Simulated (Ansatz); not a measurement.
## Input and output of a self-consistent single point for KZnF3 (Pm-3m, 5 atoms in the cell) (Ansatz)

Computed with LDA (PW92), default PAW files made with PBE (plane waves; Ansatz, a program for electronic structure).

The input file:

Ansatz 0.2 input:
```yaml
crystal:
  lattice:
    - [4.062150, 0.000000, 0.000000]
    - [0.000000, 4.062150, 0.000000]
    - [0.000000, 0.000000, 4.062150]
  atoms:
    - { symbol: K, position: [0.000000, 0.000000, 0.000000] }
    - { symbol: Zn, position: [0.500000, 0.500000, 0.500000] }
    - { symbol: F, position: [0.500000, 0.000000, 0.500000] }
    - { symbol: F, position: [0.000000, 0.500000, 0.500000] }
    - { symbol: F, position: [0.500000, 0.500000, 0.000000] }
basis:
  ecutwfc: 30.9 Ry
kpoints:
  mp_grid: { grid: [6, 6, 6] }
hamiltonian:
  xc: lda
  pseudopotentials: { kind: paw }
scf:
  occupations: { method: fermi_dirac, width: 0.0007 Ry }
output:
  forces: true
  eigenvalues: true
  stress: true
```

The program printed (abridged):

```
WARN ansatz: RAYON_NUM_THREADS=1 ignored (pool sized by the plan → 1); use --threads N
Pseudopotentials: kind: paw
Pseudopotential: K, paw, valence charge 9
Pseudopotential: Zn, paw, valence charge 12
Pseudopotential: F, paw, valence charge 7
Crystal: 5 atoms, lattice volume = 67.030 Å³
Basis set: ecut = 420.4159175005146 eV, 1357 PW (Γ)
Bands: 26, of which v1, the nominal top of the filled ones, is band 21 counted from 1 (20 counted from 0)
Symmetry: 48 space group operations
Space group: Pm-3m (ITA 221), of the structure as read, at distance tolerance 4.1e-5 Å
k-points: 20 of 216
PAW frozen core: K, regenerated for the run's functional, and the local potential with it
PAW frozen core: Zn, regenerated for the run's functional, and the local potential with it
PAW frozen core: F, regenerated for the run's functional, and the local potential with it
Initial density: superposition of atomic densities (neutral atoms: chi_scale 0, normalization atom), corrected by the library's trained network
Initial wavefunctions: pseudopotential atomic-orbital guess
Eigensolver: davidson
Functional: x = slater, c = lda
SCF iter   1: F=—  HF=-7128.417693 eV  |F-HF|=—  |Δ(HF+E_count)|=         —  Δρ=2.09e-2  dr2=2.04e-1  ethr=1.77e-3  ⟨swp⟩=6.2  Hψ=2550  notcnv=0
all-band conjugate gradients solve this SCF's bands
preconditioner: auto → Resta (q_TF=auto, 2.524 Å⁻¹)
SCF iter   2: F=—  HF=-7128.358955 eV  |F-HF|=—  |Δ(HF+E_count)|=   5.87e-2  Δρ=5.33e-3  dr2=6.36e-3  ethr=4.85e-4  ⟨swp⟩=2.0  Hψ=1098  notcnv=0  defer=18
SCF iter   3: F=—  HF=-7128.357317 eV  |F-HF|=—  |Δ(HF+E_count)|=   1.64e-3  Δρ=2.40e-3  dr2=2.19e-3  ethr=1.51e-5  ⟨swp⟩=2.6  Hψ=922  notcnv=0  defer=20
SCF iter   4: F=—  HF=-7128.356876 eV  |F-HF|=—  |Δ(HF+E_count)|=   4.41e-4  Δρ=1.18e-3  dr2=4.99e-4  ethr=5.21e-6  ⟨swp⟩=1.9  Hψ=540  notcnv=0  defer=20
SCF iter   5: F=—  HF=-7128.356732 eV  |F-HF|=—  |Δ(HF+E_count)|=   1.44e-4  Δρ=2.50e-4  dr2=3.23e-5  ethr=1.19e-6  ⟨swp⟩=2.0  Hψ=803  notcnv=0  defer=20
SCF iter   6: F=—  HF=-7128.356726 eV  |F-HF|=—  |Δ(HF+E_count)|=   5.55e-6  Δρ=4.46e-5  dr2=1.61e-6  ethr=7.69e-8  ⟨swp⟩=2.6  Hψ=921  notcnv=0  defer=20
SCF iter   7: F=-7128.356727 eV  HF=-7128.356727 eV  |F-HF|=1.78e-8  |Δ(HF+E_count)|=   2.06e-7  Δρ=8.03e-6  dr2=7.51e-8  ethr=2.38e-10  ⟨swp⟩=6.8  Hψ=2292  notcnv=0
SCF 1 converged in 7 iterations: F = -7128.356727 eV  dr2 = 7.51e-8
SCF converged after 7 iterations
Free energy (F): -7128.356727 eV
Harris-Foulkes:  -7128.356727 eV  (|F-HF|=1.78e-8)
Internal energy: -7128.356727 eV  (E = F + TS)
E sigma→0 (E₀):  -7128.356727 eV
Fermi energy:    5.410808 eV
--- Per-component energies (eV) ---
  E_band       = -168.718101
  E_kinetic    = 999.780074
  E_local      = -4067.451654  (includes V_loc(G=0)·N_el)
  E_nonlocal   = 869.171995
  E_hartree    = 1595.952548
  E_xc         = -500.597537
  E_vxc        = -517.791977  (∫ρ·V_xc dr)
  E_paw        = -3070.099977  (= ΣΔE_a)
  E_vpaw       = -644.348490  (= ΣTr[D̂ρ^β])
  E_aug_tail   = 0.005798  (compensation charges beyond the density's cutoff)
  E_ewald      = -2957.272370
  E_core_change = 2.154396  (= ΣΔE_core)
  E_smearing   = -0.000000  (= −TS)
  E_closure    = 0.000000  (closes the sum)
  Σ components = -7128.356727   (vs F -7128.356727, Δ=0.00e0)
--- Forces (eV/Å), atoms counted from 1 ---
  atom   1  K      0.00000000     0.00000000     0.00000000
   [... zero for the other atoms too ...]
  max |Σ_I F_I| component: 9.10e-29 eV/Å
--- Stress (GPa, compression-positive) ---
       -5.428704      -0.000000       0.000000
       -0.000000      -5.428704       0.000000
        0.000000       0.000000      -5.428704
  P = ⅓ Tr σ = -5.4287 GPa (-54.287 kbar)
  The stress holds the Pulay correction. Without it, at fixed plane waves, as pw.x and ABINIT print it: P = -6.2470 GPa
--- Band table (eV; the first three rows and the last of 20) ---
  k-point 0: bands = ["-22.9162", "-17.4901", "-16.8340", "-16.8340", "-6.6099", "-6.6099", "-6.6099", "-0.4799", "-0.4799", "-0.4799", "0.1076", "0.1076", "0.1076", "0.4545", "0.4545", "1.6569", "1.6569", "1.6569", "1.8583", "1.8583", "1.8583", [...]
  k-point 1: bands = ["-22.9103", "-17.4567", "-16.8656", "-16.8320", "-6.6087", "-6.5976", "-6.5976", "-1.0135", "-0.4697", "-0.4697", "0.0300", "0.0300", "0.1087", "0.4547", "0.7863", "1.5998", "1.6841", "1.6841", "1.8028", "1.8698", "1.8698", [...]
  k-point 2: bands = ["-22.8984", "-17.3772", "-16.9413", "-16.8283", "-6.6062", "-6.5728", "-6.5728", "-1.6567", "-0.4263", "-0.4263", "-0.1416", "-0.1416", "0.1109", "0.4551", "0.8782", "1.4871", "1.6928", "1.6928", "1.8806", "1.9305", "1.9305", [...]
  k-point 19: bands = ["-22.8638", "-16.9896", "-16.9896", "-16.9896", "-6.7830", "-6.7830", "-6.7830", "-2.6509", "-1.6786", "-1.6786", "-0.7124", "-0.7124", "-0.7124", "1.7393", "1.7393", "1.7393", "2.2406", "2.2406", "2.2406", "3.5942", "3.5942", [...]
```

The run converged in 7 iterations.

The starting cell has typed, rounded lattice constants, without a prior relaxation at this level. Its lattice was rescaled by up to half a per cent. With a pressure of about -5 GPa the cell is away from its equilibrium volume at this level. Ansatz's pressure includes its estimate of the finite-basis (Pulay) stress. Without the estimate this run gives -6.25 GPa.
